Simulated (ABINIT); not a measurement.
**Input and output of a self-consistent single point for I (Cmce, 4 atoms in the cell) (ABINIT)**

Method: PBE, PAW (JTH v2.0 PBE PAW) (plane waves; ABINIT 10.0.3).

Input as run:

```
# I, JTH v2.0 PBE PAW
pp_dirpath "./"
pseudos "I.GGA_PBE-JTH.xml"
acell 8.2261169549 8.2261169549 18.5004187601
rprim
         0.5501859618   -0.8350421591    0.0000000000
         0.5501859618    0.8350421591    0.0000000000
         0.0000000000    0.0000000000    1.0000000000
natom 4
ntypat 1
znucl 53
typat 1 1 1 1
xcart
         7.6578127639    0.0000000000   16.3358697652
         5.9198694416    0.0000000000    7.0856603851
         3.1319186954    0.0000000000   11.4147583750
         1.3939753731    0.0000000000    2.1645489949
ecut 20
pawecutdg 40
occopt 3
tsmear 0.00073499
nband 19
kptopt 1
ngkpt 3 3 2
nshiftk 1
shiftk 0 0 0
nstep 80
toldfe 1.0e-09
prtwf 0
prtden 0
enunit 2
```

Output (repeated stretches shortened):

```
 Symmetries : space group Cm c a (# 64); Bravais oC (1-face-center ortho.)

 -outvars: echo values of preprocessed input variables --------
            acell      8.2261169549E+00  8.2261169549E+00  1.8500418760E+01 Bohr
             ecut      2.00000000E+01 Hartree
           enunit           2
              ixc     -101130
         kptrlatt        3    0    0      0    3    0      0    0    2
          kptrlen      2.46783509E+01
            natom           4
            nband          19
            ngfft          36      36      80
          ngfftdg          48      48     108
             nkpt           8
            nstep          80
             nsym           8
           ntypat           1
           occopt           3
        pawecutdg      4.00000000E+01 Hartree
            rprim      5.5018596180E-01 -8.3504215910E-01  0.0000000000E+00
                       5.5018596180E-01  8.3504215910E-01  0.0000000000E+00
                       0.0000000000E+00  0.0000000000E+00  1.0000000000E+00
          spgroup          64
           toldfe      1.00000000E-09 Hartree
           tsmear      7.34990000E-04 Hartree
            typat      1  1  1  1
           useylm           1
             xred      8.4599999997E-01  8.4599999997E-01  8.8300000000E-01
                       6.5399999998E-01  6.5399999998E-01  3.8300000000E-01
                       3.4599999997E-01  3.4599999997E-01  6.1700000000E-01
                       1.5399999998E-01  1.5399999998E-01  1.1700000000E-01
            znucl       53.00000

== DATASET  1 ==================================================================

 Real(R)+Recip(G) space primitive vectors, cartesian coordinates (Bohr,Bohr^-1):
 R(1)=  4.5258941 -6.8691545  0.0000000  G(1)=  0.1104754 -0.0727892  0.0000000
 R(2)=  4.5258941  6.8691545  0.0000000  G(2)=  0.1104754  0.0727892  0.0000000
 R(3)=  0.0000000  0.0000000 18.5004188  G(3)=  0.0000000  0.0000000  0.0540528
 Unit cell volume ucvol=  1.1503215E+03 bohr^3
 Angles (23,13,12)=  9.00000000E+01  9.00000000E+01  1.13240457E+02 degrees

 Coarse grid specifications (used for wave-functions):

 getcut: wavevector=  0.0000  0.0000  0.0000  ngfft=  36  36  80
         ecut(hartree)=     20.000   => boxcut(ratio)=   2.14797

 Fine grid specifications (used for densities):

 getcut: wavevector=  0.0000  0.0000  0.0000  ngfft=  48  48 108
         ecut(hartree)=     40.000   => boxcut(ratio)=   2.04998

   9.31098194E+03                                ecore*ucvol(ha*bohr**3)

_setup2: Arith. and geom. avg. npw (full set) are    4912.278    4912.267

--- !BeginCycle
solver: {iscf: 17, nstep: 80, nline: 4, wfoptalg: 10, }
tolerances: {toldfe: 1.00E-09, }
...

     iter   Etot(hartree)      deltaE(h)  residm     nres2
 ETOT  1  -46.604671289029    -4.660E+01 1.380E-02 2.513E+00
 ETOT  2  -46.652115495106    -4.744E-02 7.397E-04 3.095E-01
 ETOT  3  -46.650802163195     1.313E-03 9.486E-05 6.692E-03
 ETOT  4  -46.650827341920    -2.518E-05 8.590E-05 1.468E-03
 ETOT  5  -46.650839036738    -1.169E-05 1.799E-05 1.478E-04
 ETOT  6  -46.650840780852    -1.744E-06 4.200E-05 2.485E-05
 ETOT  7  -46.650841368716    -5.879E-07 8.919E-06 7.273E-07
 ETOT  8  -46.650841384084    -1.537E-08 2.114E-05 1.399E-07
 ETOT  9  -46.650841388083    -3.999E-09 4.289E-06 5.729E-09
 ETOT 10  -46.650841388297    -2.142E-10 1.027E-05 5.552E-10
 ETOT 11  -46.650841388281     1.636E-11 2.053E-06 4.104E-11

 At SCF step   11, etot is converged :
  for the second time, diff in etot=  1.636E-11 < toldfe=  1.000E-09

 Cartesian components of stress tensor (hartree/bohr^3)
  sigma(1 1)= -2.12173104E-05  sigma(3 2)=  0.00000000E+00
  sigma(2 2)= -5.24770586E-05  sigma(3 1)=  0.00000000E+00
  sigma(3 3)= -4.43251745E-05  sigma(2 1)=  0.00000000E+00

 ----iterations are completed or convergence reached----

 reduced coordinates (array xred) for    4 atoms
       0.845999999972      0.845999999972      0.883000000000
       0.653999999981      0.653999999981      0.383000000000
       0.345999999972      0.345999999972      0.617000000000
       0.153999999981      0.153999999981      0.117000000000
 cartesian forces (eV/Angstrom) at end:
    1     -0.28059476999120    -0.00000000000000    -0.54032863871470
    2      0.28059476999120    -0.00000000000000    -0.54032863871470
    3     -0.28059476999120    -0.00000000000000     0.54032863871470
    4      0.28059476999120     0.00000000000000     0.54032863871470
 frms,max,avg= 3.5151504E-01 5.4032864E-01   0.000E+00  0.000E+00  0.000E+00 e/A
 length scales=  8.226116954900  8.226116954900 18.500418760100 bohr
              =  4.353073607729  4.353073607729  9.789999957216 angstroms
 Fermi (or HOMO) energy (hartree) =  -0.16271   Average Vxc (hartree)=  -0.29782
 Eigenvalues (hartree) for nkpt=   8  k points:
 kpt#   1, nband= 19, wtk=  0.05556, kpt=  0.0000  0.0000  0.0000 (reduced coord)
  -0.67795   -0.65949   -0.60802   -0.57217   -0.34611   -0.29734   -0.24530   -0.24332
  -0.22511   -0.22454   -0.21967   -0.20347   -0.18550   -0.18281   -0.13473   -0.10691
   0.01074    0.01481    0.02383
      occupation numbers for kpt#   1
   2.00000    2.00000    2.00000    2.00000    2.00000    2.00000    2.00000    2.00000
   2.00000    2.00000    2.00000    2.00000    2.00000    2.00000    0.00000    0.00000
   0.00000    0.00000    0.00000
 prteigrs : prtvol=0 or 1, do not print more k-points.

 Fermi (or HOMO) energy (eV) =  -4.42756   Average Vxc (eV)=  -8.10411
 Eigenvalues (   eV  ) for nkpt=   8  k points:
 kpt#   1, nband= 19, wtk=  0.05556, kpt=  0.0000  0.0000  0.0000 (reduced coord)
 -18.44784  -17.94551  -16.54514  -15.56956   -9.41824   -8.09116   -6.67504   -6.62109
  -6.12556   -6.11003   -5.97739   -5.53665   -5.04784   -4.97454   -3.66632   -2.90904
   0.29218    0.40298    0.64850
 prteigrs : prtvol=0 or 1, do not print more k-points.

--- !EnergyTerms
comment             : Components of total free energy in Hartree
kinetic             :  1.36297212402968E+01
hartree             :  5.07368284203525E+00
xc                  : -1.69979442759717E+01
Ewald energy        : -4.15817755353318E+01
psp_core            :  8.09424345077741E+00
local_psp           : -1.02362260014160E+01
spherical_terms     : -4.63254139445451E+00
internal            : -4.66508396740645E+01
'-kT*entropy'       : -2.73073206509081E-15
total_energy        : -4.66508396740645E+01
total_energy_eV     : -1.26943390576229E+03
...

-Cartesian components of stress tensor (GPa)         [Pressure=  1.1574E+00 GPa]
- sigma(1 1)= -6.24234718E-01  sigma(3 2)=  0.00000000E+00
- sigma(2 2)= -1.54392811E+00  sigma(3 1)=  0.00000000E+00
- sigma(3 3)= -1.30409144E+00  sigma(2 1)=  0.00000000E+00

 Calculation completed.
```

The run converged in 11 iterations.

The starting cell has typed, rounded lattice constants, without a prior relaxation at this level.

These are the values that this program gave, and no reference: the one-centre exchange-correlation terms come from a truncated expansion.
